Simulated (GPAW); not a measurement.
## Input and output of a self-consistent single point for Au (Fm-3m, 1 atom in the cell) (GPAW)

Method of the run: PBEsol, GPAW PAW datasets PBEsol (made by gpaw-setup) (plane waves; GPAW).

The input file:

```python
from ase import Atoms
from ase.units import GPa
from gpaw import GPAW, PW, FermiDirac

atoms = Atoms(['Au'],
              cell=[[0.000000, 2.033880, 2.033880],
                    [2.033880, 0.000000, 2.033880],
                    [2.033880, 2.033880, 0.000000]],
              scaled_positions=[[0.000000, 0.000000, 0.000000]],
              pbc=True)

calc = GPAW(mode=PW(550),
            xc='PBEsol',
            kpts={'size': (12, 12, 12), 'gamma': True},
            occupations=FermiDirac(0.1),
            nbands=-9,
            convergence={'forces': 0.001},
            symmetry={'symmorphic': False, 'tolerance': 0.0005},
            maxiter=150)

atoms.calc = calc

energy = atoms.get_potential_energy()
print('Energy (eV):', round(energy, 6))
forces = atoms.get_forces()
print('Forces (eV/Ang):')
print(forces.round(5))
stress = atoms.get_stress()
print('Stress (GPa, Voigt):', (stress / GPa).round(4))
```

Output, abridged:

```
Input parameters:
  convergence: {forces: 0.001}
  kpts: {gamma: True,
         size: (12, 12, 12)}
  maxiter: 150
  mode: {ecut: 550.0,
         name: pw}
  nbands: -9
  occupations: {fixmagmom: False,
                name: fermi-dirac,
                width: 0.1}
  symmetry: {symmorphic: False,
             tolerance: 0.0005}
  xc: PBEsol

species:
  Au:
    name: Gold
    Z: 79.0
    valence: 11
    core: 68
    charge: 0.0
    file: Au.PBEsol.gz

    # Using partial waves for Au as LCAO basis

Reference energy: -516455.655722  # eV

Spin-paired calculation

Convergence criteria:
 Maximum [total energy] change in last 3 cyles: 0.0005 eV / valence electron
 Maximum integral of absolute [dens]ity change: 0.0001 electrons / valence electron
 Maximum integral of absolute [eigenst]ate change: 4e-08 eV^2 / valence electron
 Maximum change in the atomic [forces] across last 2 cycles: 0.001 eV/Ang OR
Maximum error relative to the maximum force is below inf
 Maximum number of scf [iter]ations: 150

Symmetries present (total): 48
Symmetries with fractional translations: 0
1728 k-points: 12 x 12 x 12 Monkhorst-Pack grid + [1/24,1/24,1/24]
72 k-points in the irreducible part of the Brillouin zone
       k-points in crystal coordinates                weights
   0:    -0.00000000   -0.00000000   -0.00000000          1/1728
   1:     0.08333333    0.08333333   -0.00000000          6/1728
   2:     0.08333333    0.08333333    0.08333333          8/1728
   [... 7 lines left out ...]
          ...
  71:     0.50000000    0.50000000    0.50000000          4/1728

Wave functions: Plane wave expansion
  Cutoff energy: 550.000 eV
  Number of coefficients (min, max): 468, 531
  Pulay-stress correction: 0.000000 eV/Ang^3 (de/decut=0.000000)

Occupation numbers: Fermi-Dirac:
  width: 0.1000  # eV

Eigensolver

Densities:
  Coarse grid: 16*16*16 grid
  Fine grid: 32*32*32 grid
  Total Charge: 0.000000

Density mixing:
  Method: separate
  Backend: pulay
  Linear mixing parameter: 0.05
  old densities: 5
  Damping of long wavelength oscillations: 50

Hamiltonian:
  XC and Coulomb potentials evaluated on a 32*32*32 grid
  External potential:
    NoExternalPotential

XC parameters: PBEsol with 2 nearest neighbor stencil

Number of atoms: 1
Number of atomic orbitals: 9
Number of bands in calculation: 14
Number of valence electrons: 11
Bands to converge: occupied

Density initialized from atomic densities
  9 bands from LCAO basis set
  5 bands from random numbers

Atomic positions and initial magnetic moments

Positions:
   0 Au     0.000000    0.000000    0.000000    ( 0.0000,  0.0000,  0.0000)

Unit cell:
           periodic     x           y           z      points  spacing
  1. axis:    yes    0.000000    2.033880    2.033880    16     0.1468
  2. axis:    yes    2.033880    0.000000    2.033880    16     0.1468
  3. axis:    yes    2.033880    2.033880    0.000000    16     0.1468

  Lengths:   2.876341   2.876341   2.876341
  Angles:   60.000000  60.000000  60.000000

Effective grid spacing dv^(1/3) = 0.1602

     iter     time        total  log10-change:
                         energy   eigst   dens  force
iter:   1 --:--:--    -4.149233
iter:   2 --:--:--    -4.084019   -2.42  -1.29
iter:   3 --:--:--    -3.833040   -2.09  -1.33
iter:   4 --:--:--    -3.824577   -4.17  -2.07
iter:   5 --:--:--    -3.817751   -3.26  -2.07
iter:   6 --:--:--    -3.817759   -4.69  -3.32
iter:   7 --:--:--    -3.817760c  -5.90  -3.26
iter:   8 --:--:--    -3.817740c  -6.05  -3.26
iter:   9 --:--:--    -3.817737c  -7.28  -4.00c
iter:  10 --:--:--    -3.817737c  -9.44c -3.93
iter:  11 --:--:--    -3.817736c  -7.08  -3.93
iter:  12 --:--:--    -3.817738c  -6.52  -3.71
iter:  13 --:--:--    -3.817738c  -8.28c -4.60c
iter:  14 --:--:--    -3.817738c  -9.76c -4.67c -22.97c

Converged after 14 iterations.

Dipole moment: (0.000000, -0.000000, -0.000000) |e|*Ang

Energy contributions relative to reference atoms: (reference = -516455.655722)

Kinetic:         -8.071183
Potential:       +6.763318
External:        +0.000000
XC:              -2.654148
Entropy (-ST):   -0.013083
Local:           +0.150818
SIC:             +0.000000
--------------------------
Free energy:     -3.824279
Extrapolated:    -3.817738

Showing only first 2 kpts
 Kpt  Band  Eigenvalues  Occupancy
  0     3      5.23510    2.00000
  0     4      6.79455    2.00000
  0     5      6.79455    2.00000
  0     6     25.80709    0.00000

  1     3      5.38471    2.00000
  1     4      6.61506    2.00000
  1     5      6.86842    2.00000
  1     6     26.14850    0.00000

Fermi level: 9.95874

No gap
No difference between direct/indirect transitions
Energy (eV): -3.817738

Forces in eV/Ang:
  0 Au    0.00000    0.00000    0.00000

Stress tensor:
    -0.031583    -0.000000     0.000000
    -0.000000    -0.031583    -0.000000
     0.000000    -0.000000    -0.031583
Stress (GPa, Voigt): [-5.0601 -5.0601 -5.0601 -0.      0.     -0.    ]
```

The run converged in 14 iterations. GPAW prints stress with tension positive.

The starting cell has typed, rounded lattice constants, without a prior relaxation at this level. Its lattice was rescaled by up to half a per cent. Spin-orbit coupling is off. With a pressure of about 5 GPa the cell is away from its equilibrium volume at this level.
